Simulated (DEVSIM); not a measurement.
System: Au/SiO2/p-Si capacitor, at 250 K.

| layer (left to right) | material | thickness (nm) | Na (cm⁻³) |
|---|---|---|---|
| 1 | SiO2 | 1.10 | - |
| 2 | Si | 8900 | 4.2e15 |

Metal gate on the left, work function 5.1 eV. Fixed charge at the semiconductor interface 0 cm⁻² (in units of +e); interface traps 1e12 cm⁻² eV⁻¹, uniform in energy, neutral level at 0.5 of the gap above the valence band.

Constants are typed, rounded textbook-type inputs, not results; the design itself was drawn at random and stands for no fabricated device. Values at 300 K; Nc and Nv go as T^1.5, mobilities as T to minus their exponent, the gap by Varshni's rule with the affinity fixed.

```
parameter         SiO2        Si
----------------  ----  --------
gap (eV)             9     1.124
affinity (eV)      0.9      4.05
permittivity       3.9      11.7
Nc (cm⁻³)            -   2.86e19
Nv (cm⁻³)            -    3.1e19
Varshni α (eV/K)     -  0.000473
Varshni β (K)        -       636
```

DEVSIM, 1D Poisson equation in equilibrium, Boltzmann statistics, complete ionisation; no quantum confinement or tunnelling. Metal contacts follow the ideal Schottky-Mott rule: no Fermi-level pinning, no interface dipoles.

Q: Tabulate band edges, carrier densities and field at 0.6 V on the gate.

A: Energies count from the Fermi level of the right contact; mesh points crowd at the junctions.

| x (μm) | Ec (eV) | Ev (eV) | n (cm⁻³) | p (cm⁻³) | field (V/cm) |
|---|---|---|---|---|---|
| 0.000 | 3.600 | -5.400 | < 1e2 | < 1e2 | 120000 |
| 0.0006074 | 3.607 | -5.393 | < 1e2 | < 1e2 | 120000 |
| 0.001362 | 0.464 | -0.672 | 9.6e9 | 670000 | 25000 |
| 0.003040 | 0.468 | -0.668 | 8.0e9 | 810000 | 24000 |
| 0.008510 | 0.481 | -0.655 | 4.3e9 | 1500000 | 24000 |
| 0.01863 | 0.505 | -0.631 | 1.4e9 | 4600000 | 23000 |
| 0.04069 | 0.556 | -0.581 | 1.4e8 | 4.7e7 | 22000 |
| 0.1165 | 0.704 | -0.432 | 140000 | 4.5e10 | 17000 |
| 0.2540 | 0.878 | -0.259 | < 1e2 | 1.4e14 | 8200 |
| 0.5539 | 0.949 | -0.187 | < 1e2 | 4.1e15 | 120 |
| 1.208 | 0.950 | -0.186 | < 1e2 | 4.2e15 | ≈ 0 |
| 3.339 | 0.950 | -0.186 | < 1e2 | 4.2e15 | ≈ 0 |
| 6.133 | 0.950 | -0.186 | < 1e2 | 4.2e15 | ≈ 0 |
| 7.632 | 0.950 | -0.186 | < 1e2 | 4.2e15 | ≈ 0 |
| 8.458 | 0.950 | -0.186 | < 1e2 | 4.2e15 | ≈ 0 |
| 8.699 | 0.950 | -0.186 | < 1e2 | 4.2e15 | ≈ 0 |
| 8.809 | 0.950 | -0.186 | < 1e2 | 4.2e15 | ≈ 0 |
| 8.859 | 0.950 | -0.186 | < 1e2 | 4.2e15 | ≈ 0 |
| 8.887 | 0.950 | -0.186 | < 1e2 | 4.2e15 | ≈ 0 |
| 8.895 | 0.950 | -0.186 | < 1e2 | 4.2e15 | ≈ 0 |
| 8.899 | 0.950 | -0.186 | < 1e2 | 4.2e15 | ≈ 0 |
| 8.901 | 0.950 | -0.186 | < 1e2 | 4.2e15 | ≈ 0 |
